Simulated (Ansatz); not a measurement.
**MoGa3 (model structure, started from the D022 type, I4/mmm, No. 139, 4 atoms in the cell)**

The numbers are results of r²SCAN (plane waves, PAW; Ansatz, a first-principles code), not measurements.

Settings: plane-wave cutoff 560 eV, 20×20×20 k mesh, Fermi–Dirac smearing 0.05 eV, no spin polarisation, scalar-relativistic PAW data made under PBE.

Cell (relaxed at this level):

```xyz
4
Lattice="-1.8766 1.8766 4.2453 1.8766 -1.8766 4.2453 1.8766 1.8766 -4.2453" Properties=species:S:1:pos:R:3 pbc="T T T"
Ga     0.0000     0.0000     4.2453
Ga     0.0000     1.8766     2.1226
Ga     1.8766     0.0000     2.1226
Mo     0.0000     0.0000     0.0000
```

```json
{
 "bulk modulus B0": "148 GPa"
}
```

Note: the run has no spin polarisation, so it can have missed a magnetic state; the bulk modulus is −V dP/dV from two relaxed cells at ±2 % in volume; the relaxation could raise the start's symmetry but not lower it, so the cell can be a saddle point.

Static lattice: no zero-point or thermal effects.

Cost on a shared machine: very roughly 8 core-minutes.

A model structure was made by putting elements into a prototype or built by hand; it is no filed structure, need not be a known phase, and can be a saddle point held by its symmetry.
